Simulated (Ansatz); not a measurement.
The parent structure is MoS2 (space group P6_3/mmc, No. 194; a = 3.109 Å, c = 11.709 Å; layered, stacked along the Cartesian z axis). Axes: x lies along a and z along c of the hexagonal cell.

Level of theory: PBEsol-D3(BJ) in Ansatz (plane waves to 420 eV, PAW, no spin-orbit coupling).

Before the change:

Valence-band top at Γ: 0.00, -0.96, -1.60 eV
Pressure: 0.00 GPa

One thing is altered: uniaxial strain ε_zz = −2.40 %, all other strain components held at zero, atoms relaxed at fixed cell.

Task: Predict the new energy relative to the base, valence-band top at Γ and pressure.

Result: The energy grows by 3.3 meV/atom; the valence-band top at Γ (three highest levels, from the VBM) changes from 0.00, -0.96, -1.60 eV to 0.00, -0.81, -1.72 eV; the pressure (mean of the normal stresses, compression positive) goes from zero to 1.31 GPa.

The levels and masses belong to the bands next to the band gap. Whether these cells are dynamically stable was not tested.

Ansatz is an electronic-structure program.
